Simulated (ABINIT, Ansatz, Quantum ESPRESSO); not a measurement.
## One structure in several programs: ZrS (Fm-3m, 2 atoms in the cell)

Self-consistent single point.

```xyz
2
Lattice="0.0000 2.6235 2.6235 2.6235 0.0000 2.6235 2.6235 2.6235 0.0000" Properties=species:S:1:pos:R:3 pbc="T T T"
Zr     0.0000     0.0000     0.0000
S      2.6235     2.6235     2.6235
```

Shared settings, as Ansatz (a quantum-chemistry and plane-wave program) writes them: kpoints.mp_grid.grid = 11 11 11; magnetization.spin_orbit = true; scf.occupations.method = gaussian; scf.occupations.width = 0.02 Ry. Potentials and cutoffs stand in the table.

```tsv
code	model	pressure (GPa)	cutoff
Quantum ESPRESSO	PBEsol, spin-orbit coupling, PseudoDojo fully relativistic norm-conserving (PBESOL) pseudopotentials	-5.84	70 Ry
ABINIT	PBEsol, spin-orbit coupling, norm-conserving pseudopotentials (PseudoDojo nc-fr-04 PBEsol standard)	-5.85	33 Ha
Ansatz	PBEsol with spin-orbit coupling, PAW files made with PBE	-6.01	default
```

The spread over the programs that give each value: pressure within 0.17 GPa.

Ansatz's pressure is given at a fixed set of plane waves, as the other plane-wave codes print theirs.

The starting cell comes from a database of computed structures (which also holds hypothetical and non-ambient phases and stackings), without a prior relaxation at this level.

Left out of this page: Elk, FLEUR and SIESTA (not drawn, or without a comparable value).

Keys are those of Ansatz 0.2.
